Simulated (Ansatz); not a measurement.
Amorphous Hf$_{36}$O$_{70}$, 106 atoms at 8.40 g/cm³, one PBE-relaxed geometry, zone centre. Methods: PBE, scalar-relativistic without spin-orbit coupling (Ansatz, a program for electronic structure); r2SCAN, scalar-relativistic without spin-orbit coupling (Ansatz). Plane waves to 420 eV (r2SCAN 500 eV). The usual formal charges leave 4 electrons over, so the level spacing at the Fermi energy parts defect or band states and needn't be the band gap. The higher rungs were started with moments on some atoms, which died out.

A CHGNet melt-quench gave the starting glass, which DFT then relaxed. O atoms were pushed apart under 1.9 Å during the dynamics, to hinder bonds among them. The hot cell started wider than the set density and was brought back towards it in steps. It is the lowest in DFT energy of 4 quenches. It is a model cell: composition and starting density were chosen by hand, and all elements were melted together. No dispersion term was used. Its density started from a set value of 8.40 and ended at 8.40 g/cm³. The simulated quench (nominally 120 K/ps over its main leg) is rapid and tends to freeze in more defects than a deposited or slowly cooled glass has. Values belong to this one cell and scatter from quench to quench. The volume was held where the preparation left it and the shape relaxed, at a PBE pressure of -2.1 GPa (tension). Stress components on the final sampling reach 2.1 GPa.

The relaxation ran on the zone centre alone. At PBE the level spacing at the Fermi energy is 0.87 eV on a 2×2×2 Γ-centred mesh, and the spacing at the zone centre alone 0.99 eV.

### Question
What zone-centre spacing does r2SCAN give, roughly?

### Answer
1.19 eV (+0.20 eV against PBE).

The highest filled and the lowest empty state spread over these numbers of atoms (participation numbers): PBE: 17.0 and 22.6; r2SCAN: 13.7 and 21.9.
